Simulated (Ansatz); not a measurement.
Consider these faces of rock-salt MgO, relaxed from ideal cuts in 1x1 cells: (100), (110), (210), (211), (221).

Calculation: PBE (plane waves to 420 eV, PAW; Ansatz, a program for electronic structure).

Q: Order them by surface energy (lowest first) at the level PBE.

A: (100) (0.88 J/m²), (210) (1.54 J/m²), (110) (2.14 J/m²), (221) (2.76 J/m²), (211) (3.00 J/m²)
